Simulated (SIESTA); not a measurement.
A working SIESTA input for KHF2 (I4/mcm, 8 atoms in the cell) (DFT, GGA PBEsol, numerical atomic orbitals DZP, PseudoDojo PBEsol standard norm-conserving potentials (rewritten from UPF to PSML)):

```
# files in the folder: K.psml H.psml F.psml (PseudoDojo PBEsol standard)
SystemName  KHF2
SystemLabel khf2

NumberOfAtoms                8
NumberOfSpecies              3
%block ChemicalSpeciesLabel
  1 19 K
  2 1 H
  3 9 F
%endblock ChemicalSpeciesLabel
LatticeConstant              1.0 Ang
%block LatticeVectors
    -2.835000000    2.835000000    3.405000000
     2.835000000   -2.835000000    3.405000000
     2.835000000    2.835000000   -3.405000000
%endblock LatticeVectors
AtomicCoordinatesFormat      Ang
%block AtomicCoordinatesAndAtomicSpecies
     0.000000000    0.000000000    1.702500000  1
     0.000000000   -0.000000000    5.107500000  1
     0.000000000    2.835000000    0.000000000  2
     2.835000000    0.000000000    0.000000000  2
     0.798336000    3.633336000    0.000000000  3
     2.036664000    0.798336000    0.000000000  3
     2.036664000   -0.798336000    3.405000000  3
     0.798336000    2.036664000    3.405000000  3
%endblock AtomicCoordinatesAndAtomicSpecies

XC.functional                GGA
XC.authors                   PBEsol
PAO.BasisSize                DZP
PAO.EnergyShift              0.005 Ry
MeshCutoff                   400 Ry
%block kgrid.MonkhorstPack
    4   0   0  0.0
    0   4   0  0.0
    0   0   4  0.0
%endblock kgrid.MonkhorstPack
OccupationFunction           FD
ElectronicTemperature        100.0 meV

MaxSCFIterations             150
SCF.Mixer.Method             Broyden
SCF.Mixer.Weight             0.1
SCF.Mixer.History            6
SCF.DM.Tolerance             1.0E-04
Diag.ParallelOverK           true
WriteForces                  true
```

The run converged in 12 iterations: free energy E − TS -4343.6914 eV; top of the valence band (on the code's own zero) -9.84 eV; gap on the k-point mesh 6.81 eV; pressure 0.25 GPa; largest force (vector length) 0.712 eV/Å. Each of these slips is then made, one at a time:

(1)
```diff
-%block kgrid.MonkhorstPack
-    4   0   0  0.0
-    0   4   0  0.0
-    0   0   4  0.0
-%endblock kgrid.MonkhorstPack
```

(2)
```diff
-SystemName  KHF2
+SystemName  khf2
-NumberOfAtoms                8
+NumberOfAtoms                9
```

(3)
```diff
+NetCharge                    -1.0
```

What happens in each case?


(1) A single k-point for a small cell. The run converged in 12 iterations without an error; against the sound input the free energy rises by 113 meV/atom, the pressure goes from 0.25 to 2.30 GPa and the largest force goes from 0.712 to 0.448 eV/Å.

(2) An atom count that does not match the list of atoms. The program stopped before any SCF iteration.

(3) An unintended net charge. The run converged in 10 iterations without an error; against the sound input the pressure goes from 0.25 to 4.03 GPa, the largest force goes from 0.712 to 1.012 eV/Å and no clean gap remains on the mesh (levels overlap or are partly filled), against 6.81 eV before. The full log also holds: “madelung: WARNING: Charged system, but not an atom or molecule.” and “madelung: WARNING: Energy correction terms can not be applied.”.

The starting cell comes from a database of published, mostly measured structures (it also holds non-ambient and calculated ones), without a prior relaxation at this level. Values carry the incompleteness of an atom-centred basis. The basis of the alkali or alkaline-earth atoms may lack their empty d shell, which can raise the gap.

Left out of this page: 3 runs of the series outside the window shown, repeating another row's setting, or not comparable.
